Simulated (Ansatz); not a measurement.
HgSe under a change: pressure −1 GPa

Start from HgSe in the zinc blende structure (space group F-43m, No. 216; a = 6.133 Å).

Now apply this change: hydrostatic tension (pressure −1 GPa).

Computed with Ansatz (a program for electronic structure) PBEsol, scalar-relativistic without spin-orbit coupling. k-mesh 9×9×9 (Γ-centred); smearing 0.05 eV (Fermi–Dirac).

The volume per atom rises by 0.60 Å³ (28.84 Å³ → 29.44 Å³) and the density shrinks by 0.164 g/cm³, from 8.05 g/cm³ to 7.88 g/cm³. The lattice parameter a increases by 0.0422 Å, from 6.133 Å to 6.176 Å and the shortest interatomic distance rises by 0.018 Å to 2.674 Å. The enthalpy H = E + PV relative to the base's energy is -0.18 eV/atom and the band gap is still zero.

The mesh was chosen for an insulator and is coarse for the gapless case. With Hg present, leaving out spin-orbit coupling can change the band edges. Load acts through the strain it causes; cell and atoms are relaxed under it. Stability against distortions was not tested. All final runs are without spin polarisation. The zero or small gap of HgSe can change with the level of theory.
